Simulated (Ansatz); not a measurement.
Amorphous cells of 8 compositions: the gap between the highest filled and lowest empty level at the zone centre, by PBE and by a single point of HSE06 on the same geometry (PBE, scalar-relativistic without spin-orbit coupling (plane waves to 420 eV, PAW; Ansatz, a first-principles code); exact exchange cut at the cells' faces). The networks come from melt-quench runs on the CHGNet potential at compositions and starting densities chosen by hand, with anions pushed apart in the CHGNet dynamics, and DFT then relaxed them. The cells are small and were quenched far faster than real films, so single cells scatter. Defect or tail levels can set these gaps. The rows are the first to finish with both values and no moments.

```json
[
 {"cell": "A (Hf18O37Cu2, 8.89 g/cm3)", "PBE gap x (eV)": "1.95", "HSE06 gap y (eV)": "3.56"},
 {"cell": "B (Hf18O37Ag2, 8.95 g/cm3)", "PBE gap x (eV)": "2.99", "HSE06 gap y (eV)": "withheld"},
 {"cell": "C (Hf18O37K2, 8.44 g/cm3)", "PBE gap x (eV)": "3.80", "HSE06 gap y (eV)": "5.33"},
 {"cell": "D (Hf18O37Li2, 8.78 g/cm3)", "PBE gap x (eV)": "3.81", "HSE06 gap y (eV)": "5.35"},
 {"cell": "E (Hf18O37Mg, 8.63 g/cm3)", "PBE gap x (eV)": "3.81", "HSE06 gap y (eV)": "5.33"},
 {"cell": "F (Hf18O37Sr, 8.87 g/cm3)", "PBE gap x (eV)": "3.90", "HSE06 gap y (eV)": "5.51"},
 {"cell": "G (Hf18O37Zn, 8.81 g/cm3)", "PBE gap x (eV)": "4.07", "HSE06 gap y (eV)": "5.67"},
 {"cell": "H (Hf18O37Ba, 8.85 g/cm3)", "PBE gap x (eV)": "4.09", "HSE06 gap y (eV)": "5.65"}
]
```

Task: Fit a straight line through the 7 full rows and predict the withheld value for B (Hf18O37Ag2, 8.95 g/cm3).

Result: Means: x = 3.633, y = 5.200. Slope = Σ(Δx Δy) / Σ(Δx²) = 3.325 / 3.394 = 0.98; the r.m.s. residual is 0.033. Prediction: 5.200 + 0.98 × (2.99 − 3.633) = 4.57. The run gave 4.57, 0.00 below the line.
